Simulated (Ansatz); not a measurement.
## How a calculation on FePO4F (P-1, 14 atoms in the cell) responds to its settings

```
CELL_PARAMETERS angstrom
      5.35930     0.00000     0.00000
     -0.57738     5.33241     0.00000
     -2.52164    -2.50726     6.52236
ATOMIC_POSITIONS crystal
  Fe 0.00000 0.00000 0.00000
  Fe 0.50000 0.50000 0.50000
  P  0.88977 0.56897 0.23811
  P  0.11023 0.43103 0.76189
  O  0.18954 0.73431 0.88998
  O  0.81046 0.26569 0.11002
  O  0.15232 0.26464 0.90191
  O  0.84768 0.73536 0.09809
  O  0.81217 0.34317 0.60446
  O  0.18783 0.65683 0.39554
  O  0.30727 0.36790 0.65297
  O  0.69273 0.63210 0.34703
  F  0.68087 0.84126 0.73590
  F  0.31913 0.15874 0.26410
```
Moments meant for the start (each program seeds them in its own way; μB, in the order of the atoms Fe Fe P P O O O O O O O O F F): 4.0 4.0 0.0 0.0 0.0 0.0 0.0 0.0 0.0 0.0 0.0 0.0 0.0 0.0.

Base run A: Ansatz (a quantum-chemistry and plane-wave program) with PBEsol, default PAW files made with PBE, self-consistent single point.

Its settings: basis.ecutwfc = 30.9 Ry; kpoints.mp_grid.grid = 4 4 3; hamiltonian.xc = pbesol; hamiltonian.pseudopotentials = {kind: paw} (the program's default PAW files); magnetization.spin_polarized = true; scf.occupations.method = gaussian; scf.occupations.width = 0.0147 Ry.

The starting cell comes from a database of computed structures (which also holds hypothetical and non-ambient phases and stackings), without a prior relaxation at this level. The magnetic order is the one reached from the typed start; others were not searched systematically. The program warned that a starting moment was not kept. In the base run, with a pressure of about -8 GPa the cell is away from its equilibrium volume at this level. In the base run, forces exceed 1 eV/Å. Ansatz's pressure includes its estimate of the finite-basis (Pulay) stress.

ΔF is the free energy per atom less that of run A. 

Run A gave: pressure (GPa) -7.98; largest force (eV/Å) 1.312; iterations 35.

Runs:
- B: scf.mixing.algorithm, scf.mixing.beta = anderson, 0.02
- C: scf.mixing.algorithm, scf.mixing.beta = anderson, 0.05
- D: scf.mixing.algorithm, scf.mixing.beta = anderson, 0.1
- E: scf.mixing.algorithm, scf.mixing.beta = anderson, 0.2
- F: scf.mixing.algorithm, scf.mixing.beta = anderson, 0.3
- G: scf.mixing.algorithm, scf.mixing.beta = anderson, 0.5
- H: scf.mixing.algorithm, scf.mixing.beta = anderson, 0.7
- I: scf.mixing.algorithm, scf.mixing.beta = anderson, 0.9
- J: scf.mixing.algorithm, scf.mixing.beta = anderson, 1

Task: Which runs reach the base run's state, and which is quickest in iterations?

Result: Runs B, C, D, E, F, G, H, I, J gave the same state as A (within 1 meV/atom and 0.1 μB a site). The fewest iterations to that state were 30 (G, H); the most were 70.

```tsv
run	ΔF (meV/atom)	pressure (GPa)	largest force (eV/Å)	iterations
A	0.00	-7.98	1.312	35
B	0.00	-7.98	1.312	70
C	0.00	-7.98	1.312	66
D	0.00	-7.98	1.312	53
E	0.00	-7.98	1.312	42
F	0.00	-7.98	1.312	36
G	0.00	-7.98	1.312	30
H	0.00	-7.98	1.312	30
I	0.00	-7.98	1.312	32
J	0.00	-7.98	1.312	35
```

Keys are those of Ansatz 0.2.
